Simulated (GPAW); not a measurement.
Band structure of Se (P3_121, 3 atoms in the cell).

```
CELL_PARAMETERS angstrom
      4.54716     0.00000     0.00000
     -2.27358     3.93796     0.00000
      0.00000     0.00000     5.02560
ATOMIC_POSITIONS crystal
  Se 0.21789 0.00000 0.33333
  Se 0.00000 0.21789 0.66667
  Se 0.78211 0.78211 0.00000
```

Level of theory: PBE, GPAW PAW datasets PBE (gpaw-data 1.0.1) (plane waves; GPAW).

Settings: mode = pw; ecut = 600 eV; xc = PBE; kpts = 7 7 6; mesh shift (steps) = 0 0 0; occupations.name = fermi-dirac; occupations.width = 0 eV; nbands = -8; convergence.forces = 0.001 eV/Å; convergence.bands = -6; symmetry.symmorphic = false; symmetry.tolerance = 0.0005; maxiter = 120; bandpath_npoints = 40.

The starting cell comes from a database of computed structures (which also holds hypothetical and non-ambient phases and stackings), without a prior relaxation at this level. Its lattice was rescaled by a random factor within 2.5 % of one.

**Question.** Predict the gap along the standard path and the places of the band edges.

**Answer.** The gap along the path is 1.06 eV, from L to H; the smallest direct gap on it is 1.30 eV.

Levels in eV from the top of the valence band on the SCF mesh, bands 6 to 13:
| point | 6 | 7 | 8 | 9 | 10 | 11 | 12 | 13 |
|---|---|---|---|---|---|---|---|---|
| Γ | -3.41 | -1.84 | -1.84 | -0.29 | 1.98 | 1.98 | 2.32 | 5.89 |
| M | -3.05 | -2.54 | -1.68 | -0.83 | 2.05 | 2.47 | 3.85 | 5.74 |
| K | -2.50 | -2.50 | -2.46 | -1.23 | 2.93 | 2.93 | 3.60 | 6.12 |
| A | -3.23 | -1.30 | -1.30 | -0.90 | 1.39 | 1.41 | 1.41 | 6.59 |
| L | -3.94 | -1.53 | -1.06 | 0.02 | 1.60 | 2.65 | 2.97 | 6.38 |
| H | -4.44 | -0.82 | -0.21 | -0.21 | 1.09 | 2.77 | 2.77 | 6.66 |
